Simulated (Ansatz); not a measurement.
The reference is a 12-atom supercell of ZrB₂ (space group P6/mmm, No. 191; a = 3.1677 Å, c = 3.5503 Å) at its relaxed geometry.

All numbers come from DFT with r2SCAN, PAW potentials and a 500 eV plane-wave cutoff in Ansatz (a program for electronic structure), no spin-orbit coupling.

One neutral defect a cell, atoms relaxed at fixed cell.

One change was made to it. Results:

| quantity | base | after |
|---|---|---|
| pressure | 0.0 GPa | 37.9 GPa |
| largest displacement of a host atom from its site in the perfect cell | – | 0.22 Å |

Problem. Name the change that was made.
(A) In on a B site
(B) B vacancy
(C) Hf on a Zr site, symmetric start
(D) Li interstitial (started 1.78 Å from the nearest host atom)

Solution. A, In on a B site. For comparison, the pressure in the other runs: Li interstitial (started 1.78 Å from the nearest host atom) gives 19.7 GPa; Hf on a Zr site, symmetric start gives -2.3 GPa; B vacancy gives 1.4 GPa.

In so small a cell the defect repeats every few ångströms: this is an ordered compound, not a dilute defect. Defects with a symmetric start kept the site's symmetry and may sit on a saddle; the others started slightly shaken. The final runs are not spin-polarised.
